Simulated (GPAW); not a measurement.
Worked example: self-consistent single point of AlP (F-43m, 2 atoms in the cell) in GPAW.

Level of theory: PBE, GPAW PAW datasets PBE (gpaw-data 1.0.1) (plane waves; GPAW).

The change in words: lattice scaled by 0.98. Reference geometry:
```yaml
crystal:
  lattice:
    - [0.00000, 2.69243, 2.69243]
    - [2.69243, 0.00000, 2.69243]
    - [2.69243, 2.69243, 0.00000]
  atoms:
    - { symbol: Al, position: [0.00000, 0.00000, 0.00000] }
    - { symbol: P, position: [0.75000, 0.75000, 0.75000] }
```

Reference input (self-consistent single point, DFT PBE, plane waves, GPAW PAW datasets PBE (gpaw-data 1.0.1)): mode = pw; ecut = 600 eV; xc = PBE; kpts = 9 9 9; mesh shift (steps) = 0 0 0; occupations.name = fermi-dirac; occupations.width = 0.05 eV; nbands = -4; convergence.forces = 0.001 eV/Å; convergence.bands = -2; symmetry.symmorphic = false; symmetry.tolerance = 0.0005. This run's input differs from it in these lines:

```diff
@@ -5,5 +5,5 @@
 atoms = Atoms(['Al', 'P'],
-              cell=[[0.000000, 2.692428, 2.692428],
-                    [2.692428, 0.000000, 2.692428],
-                    [2.692428, 2.692428, 0.000000]],
+              cell=[[0.000000, 2.638579, 2.638579],
+                    [2.638579, 0.000000, 2.638579],
+                    [2.638579, 2.638579, 0.000000]],
               scaled_positions=[[0.000000, 0.000000, 0.000000],
```

Output, abridged:

```
     iter     time        total  log10-change:
                         energy   eigst   dens  force
iter:   1 --:--:--   -10.396840   +0.79
iter:   2 --:--:--   -10.355142   -0.46  -0.77
iter:   3 --:--:--   -10.126896   -0.97  -0.79
iter:   4 --:--:--   -10.127953   -1.86  -1.20
iter:   5 --:--:--   -10.150096   -1.98  -1.21
iter:   6 --:--:--   -10.137499   -2.46  -1.58
iter:   7 --:--:--   -10.137126   -3.69  -2.06
iter:   8 --:--:--   -10.136358c  -3.74  -2.03
iter:   9 --:--:--   -10.136351c  -4.92  -3.06
iter:  10 --:--:--   -10.136355c  -5.70  -3.23
iter:  11 --:--:--   -10.136350c  -5.75  -3.21
iter:  12 --:--:--   -10.136350c  -6.88  -4.25c
iter:  13 --:--:--   -10.136350c  -7.55c -4.77c
iter:  14 --:--:--   -10.136350c  -8.09c -4.72c -16.43c
Converged after 14 iterations.

Dipole moment: (2.973136, 2.973136, 2.973136) |e|*Ang

Energy contributions relative to reference atoms: (reference = -15906.336924)

Kinetic:        +25.181884
Potential:      -21.244164
External:        +0.000000
XC:             -14.045431
Entropy (-ST):   -0.000000
Local:           -0.028639
SIC:             +0.000000
--------------------------
Free energy:    -10.136350
Extrapolated:   -10.136350

Showing only first 2 kpts
 Kpt  Band  Eigenvalues  Occupancy
  0     2      5.20002    2.00000
  0     3      5.20002    2.00000
  0     4      9.39354    0.00000
  0     5      9.89508    0.00000

  1     2      4.76394    2.00000
  1     3      4.76394    2.00000
  1     4      9.36686    0.00000
  1     5     10.27657    0.00000

Fermi level: 5.92131

Gap: 1.446 eV
Transition (v -> c):
   [... lines left out ...]
Direct/indirect transitions are different
Direct gap: 3.723 eV
Transition at: (s=0, k=30, n=3, [0.44, 0.44, 0.00])
Energy (eV): -10.13635

Forces in eV/Ang:
  0 Al    0.00000   -0.00000   -0.00000
  1 P    -0.00000    0.00000    0.00000

Stress tensor:
    -0.088121    -0.000000    -0.000000
    -0.000000    -0.088121     0.000000
    -0.000000     0.000000    -0.088121
Stress (GPa, Voigt): [-14.1186 -14.1186 -14.1186   0.      -0.      -0.    ]
```

The run converged in 14 iterations. GPAW prints stress with tension positive. Against the reference run the free energy goes up by 73.4 meV/atom, the pressure goes from 6.68 to 14.12 GPa and the gap on the mesh goes from 1.575 to 1.446 eV.

The starting cell comes from a database of computed structures (which also holds hypothetical and non-ambient phases and stackings), without a prior relaxation at this level. Its lattice was rescaled by a random factor within 2.5 % of one. For this run, on top of that: lattice scaled by 0.98. With a pressure of about 14 GPa the cell is away from its equilibrium volume at this level.
